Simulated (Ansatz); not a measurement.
# Cu on the Si site (Cu_Si) in silicon

The numbers are results of PBE, PAW (plane waves to 420 eV; Ansatz, a first-principles code), not measurements. The supercell holds 216 host sites (3×3×3 repeats of a cell of 8 atoms), with a 2×2×2 shifted k-point sampling for the final energies. Site at the start: the Si site. Charged cells carry a point-charge image correction with potential alignment at far atoms. Dielectric constants: PBE linear response of the host. Host gap at this level: 0.61 eV. Finite-size and sampling errors can reach tenths of an eV here. Levels are measured in PBE's own, too narrow, gap. Spin–orbit coupling is left out, and no Hubbard U is applied to the open shells. Each state is the lowest found from its start.

Formation energies E_f are given with the Fermi level at the valence-band maximum. Chemical conditions: host crystal and elements as references (Δμ(Si) = 0.00 eV, Δμ(Cu) = 0.00 eV; Cu taken from its element, since no compound that bounds it was computed at this level; only phases computed here count, gases as isolated molecules at 0 K). Reference phases: Cu: fcc Cu, Si: silicon.

Charges with a result: +1, 0, −1, −2. Others weren't obtained, and one of them could lie lower, also by skipping a charge.

| charge | moment (μB) | point group | largest move off a lattice site (Å) | image correction with alignment (eV) | E_f, host crystal and elements as references (eV) | above the lowest spin state (eV) |
|---|---|---|---|---|---|---|
| +1† | 0.0 | – | 0.14 | 0.05 | – | 0.00 |
| 0 | 1.0 | D2 | 0.14 | 0.00 | 2.21 | 0.00 |
| 0 | 1.0 | D2 | 0.14 | 0.00 | 2.21 | 0.00 |
| −1 | 0.0 | D2d | 0.17 | 0.09 | 2.46 | 0.00 |
| −1 | not spin-polarised | D2d | 0.17 | 0.09 | 2.46 | 0.00 |
| −2† | 1.0 | – | 0.13 | 0.35 | – | 0.00 |

† Not settled in this cell, so no level is given: charge +1: level within 0.1 eV of a band edge or past it; charge −2: level within 0.1 eV of a band edge or past it.

Point groups are those of the whole cell at tolerances of 0.03 and 0.1 Å ("near" where only the looser one holds); none is given for unsettled states.

Starting moments that weren't kept: charge +1 began with 4 μB and ended with 0.0; charge 0 began with 3 μB and ended with 1.0; charge −1 began with 2 μB and ended with 0.0.

Transition levels above the valence-band maximum: ε(0/−1) = 0.26 eV. On the lower envelope of the bound states, inside the gap: (0/−1) at 0.26 eV.

All states together cost about 16 core-hours (a rough figure).
